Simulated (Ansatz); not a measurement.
# Zr₅Ge₃ (P6₃/mcm, No. 193; cell taken from a computed entry)

Calculation: LDA in Ansatz (plane waves, PAW).

Run with plane-wave cutoff 500 eV, 6×6×8 k mesh (along the axes of the cell as run), Fermi–Dirac smearing 0.05 eV, scalar-relativistic PAW data made under PBE.

Cell (relaxed at this level):

```yaml
crystal:
  lattice:
    - [7.95566, 0.00000, 0.00000]
    - [-3.97783, 6.88980, 0.00000]
    - [0.00000, 0.00000, 5.50439]
  atoms:
    - { symbol: Zr, position: [0.00000, 0.74667, 0.75000] }
    - { symbol: Zr, position: [0.00000, 0.25333, 0.25000] }
    - { symbol: Zr, position: [0.25333, 0.00000, 0.25000] }
    - { symbol: Zr, position: [0.74667, 0.00000, 0.75000] }
    - { symbol: Zr, position: [0.25333, 0.25333, 0.75000] }
    - { symbol: Zr, position: [0.74667, 0.74667, 0.25000] }
    - { symbol: Zr, position: [0.33333, 0.66667, 0.50000] }
    - { symbol: Zr, position: [0.66667, 0.33333, 0.50000] }
    - { symbol: Zr, position: [0.66667, 0.33333, 0.00000] }
    - { symbol: Zr, position: [0.33333, 0.66667, 0.00000] }
    - { symbol: Ge, position: [0.38808, 0.00000, 0.75000] }
    - { symbol: Ge, position: [0.61192, 0.00000, 0.25000] }
    - { symbol: Ge, position: [0.38808, 0.38808, 0.25000] }
    - { symbol: Ge, position: [0.61192, 0.61192, 0.75000] }
    - { symbol: Ge, position: [0.00000, 0.38808, 0.75000] }
    - { symbol: Ge, position: [0.00000, 0.61192, 0.25000] }
```

```yaml
band_gap: none
```

Note: the relaxation could not lower the start's symmetry, so the cell can be a saddle point above a distorted one.

Spin–orbit coupling is not included.

The computed numbers hold no vibrational or temperature effects.

It cost very roughly 8 core-minutes of CPU time.

Ansatz is a quantum-chemistry and plane-wave program.
